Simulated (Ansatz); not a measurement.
Results of HSE06 in Ansatz (PAW) for Zr₃N₄ (model structure, started from the beta Si3N4 type, P6₃/m, No. 176, 14 atoms in the cell).

Settings: plane-wave cutoff 460 eV, 3×3×6 k mesh (along the axes of the cell as run), Fermi–Dirac smearing 0.01 eV, scalar-relativistic PAW data made under PBE.

Cell (relaxed with PBEsol):

```xyz
14
Lattice="8.6386 0.0000 0.0000 -4.3193 7.4812 0.0000 0.0000 0.0000 3.6014" Properties=species:S:1:pos:R:3 pbc="T T T"
Zr    -1.9535     5.4738     0.9003
Zr     0.5556     3.0526     0.9003
Zr     1.3979     6.4361     0.9003
Zr     6.2728     2.0074     2.7010
Zr     3.7637     4.4287     2.7010
Zr     2.9214     1.0452     2.7010
N      2.8106     0.0116     0.9003
N      7.2233     2.4282     0.9003
N      2.9241     5.0414     0.9003
N      1.5087     7.4696     2.7010
N     -2.9040     5.0530     2.7010
N      1.3952     2.4398     2.7010
N      0.0000     4.9875     0.9003
N      4.3193     2.4937     2.7010
```

Task: Predict the band gap, smallest direct gap on the k points sampled and Γ–Γ gap.

Result: 
* **band gap**: 3.17 eV
* **smallest direct gap on the k points sampled**: 3.55 eV
* **Γ–Γ gap**: 4.03 eV

Note: the relaxation could raise the start's symmetry but not lower it, so the cell can be a saddle point; cell and atoms aren't relaxed at this level (pressure 0.9 GPa).

Spin–orbit coupling is not included.

The computed numbers hold no vibrational or temperature effects.

A model structure was made by putting elements into a prototype or built by hand; it is no filed structure, need not be a known phase, and can be a saddle point held by its symmetry.

Ansatz is a quantum-chemistry and plane-wave program.
